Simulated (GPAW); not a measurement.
Input and output of a self-consistent single point for SnBi (Cmmm, 2 atoms in the cell) (GPAW).

Level of theory: PBEsol, GPAW PAW datasets PBEsol (made by gpaw-setup) (plane waves; GPAW).

```
CELL_PARAMETERS angstrom
      1.97081    -2.75311     0.00000
      1.97081     2.75311     0.00000
      0.00000     0.00000     5.55288
ATOMIC_POSITIONS crystal
  Sn 0.00000 0.00000 0.00000
  Bi 0.50000 0.50000 0.50000
```

Reference input (self-consistent single point, DFT PBEsol, plane waves, GPAW PAW datasets PBEsol (made by gpaw-setup)): mode = pw; ecut = 550 eV; xc = PBEsol; kpts = 8 8 5; mesh shift (steps) = 0 0 0; occupations.name = methfessel-paxton; occupations.width = 0.05 eV; occupations.order = 1; nbands = -8; convergence.forces = 0.001 eV/Å; symmetry.symmorphic = false; symmetry.tolerance = 0.0005. This run's input differs from it in these lines:

```diff
@@ -16,3 +16,3 @@
             occupations={'name': 'methfessel-paxton', 'width': 0.05, 'order': 1},
-            nbands=-8,
+            nbands=-2,
             convergence={'forces': 0.001},
```

The program printed (abridged):

```
     iter     time        total  log10-change:
                         energy   eigst   dens  force
iter:   1 --:--:--    -9.421874
iter:   2 --:--:--    -9.435680   -1.49  -1.76
iter:   3 --:--:--    -9.425695c  -2.39  -1.78
iter:   4 --:--:--    -9.426174c  -3.09  -1.99
iter:   5 --:--:--    -9.427551c  -3.12  -2.16
iter:   6 --:--:--    -9.425657c  -4.17  -2.75
iter:   7 --:--:--    -9.426470c  -3.71  -2.80
iter:   8 --:--:--    -9.425791c  -4.91  -2.86
iter:   9 --:--:--    -9.426630c  -4.71  -3.06
iter:  10 --:--:--    -9.425769c  -4.92  -2.84
iter:  11 --:--:--    -9.425448c  -4.62  -3.11
iter:  12 --:--:--    -9.425449c  -5.92  -4.07c
iter:  13 --:--:--    -9.425448c  -6.52  -4.18c
iter:  14 --:--:--    -9.425450c  -7.03  -4.08c
iter:  15 --:--:--    -9.425450c  -7.23  -4.03c
iter:  16 --:--:--    -9.425449c  -7.83c -4.18c
iter:  17 --:--:--    -9.425450c  -8.12c -4.19c -29.60c
Converged after 17 iterations.

Dipole moment: (0.000000, 0.000000, -0.000000) |e|*Ang

Energy contributions relative to reference atoms: (reference = -752629.799573)

Kinetic:        +15.873569
Potential:      -15.274400
External:        +0.000000
XC:              -8.559986
Entropy (-ST):   +0.000101
Local:           -1.464700
SIC:             +0.000000
--------------------------
Free energy:     -9.425416
Extrapolated:    -9.425450

Showing only first 2 kpts
 Kpt  Band  Eigenvalues  Occupancy
  0    12      2.28389    2.00000
  0    13      9.24284    0.00000
  0    14     10.95541    0.00000
  0    15     13.07320    0.00000

  1    12      3.47023    2.00000
  1    13      9.45420    0.00000
  1    14     11.07953    0.00000
  1    15     11.41878    0.00000

Fermi level: 6.97897

No gap
No difference between direct/indirect transitions
Energy (eV): -9.42545

Forces in eV/Ang:
  0 Sn   -0.00000    0.00000    0.00000
  1 Bi   -0.00000    0.00000    0.00000

Stress tensor:
     0.015514     0.000000     0.000000
     0.000000     0.023601     0.000000
     0.000000     0.000000     0.019683
Stress (GPa, Voigt): [2.4857 3.7813 3.1535 0.     0.     0.    ]
```

The run converged in 17 iterations. GPAW prints stress with tension positive. Against the reference run the free energy goes up by 1.0 meV/atom and the pressure moves little (-3.11 to -3.14 GPa).

The starting cell comes from a database of computed structures (which also holds hypothetical and non-ambient phases and stackings), without a prior relaxation at this level. With a pressure of about -3 GPa the cell is away from its equilibrium volume at this level.

Cost on one core of a shared machine: roughly 50 s.
